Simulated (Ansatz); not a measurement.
# Effect of 5 layers on Sn

Base system: Sn in the diamond structure (space group Fd-3m, No. 227; a = 6.541 Å). Axes: x, y, z lie along the cube axes.

Now apply this change: a free-standing slab of 5 layers (10 atoms, 2 a layer) is cut normal to [110], with 15 Å of vacuum and the in-plane cell held at bulk.

The values are results of PBEsol (Ansatz, a first-principles code), no spin-orbit coupling, earlier PAW set, not measurements. k-mesh 10×7×1 (Γ-centred); smearing 0.05 eV (Fermi–Dirac), for the changed cell.

| quantity | base | changed | shift |
|---|---|---|---|
| shortest interatomic distance | 2.832 Å | 2.815 Å | -0.017 Å |
| band gap | zero | zero | – |
| excess energy per area of both faces (slab less bulk energy over the cell's area: twice a surface energy) (uncertain by up to 0.05 J/m²) | – | 1.74 J/m² | – |
| change of the spacing d12 from its bulk value of 2.313 Å | – | -0.1 % | – |
| change of the spacing d23 from its bulk value of 2.313 Å | – | +0.6 % | – |

Slab and bulk use different k-meshes, which limits the precision of the excess energy. Stability against distortions was not tested.
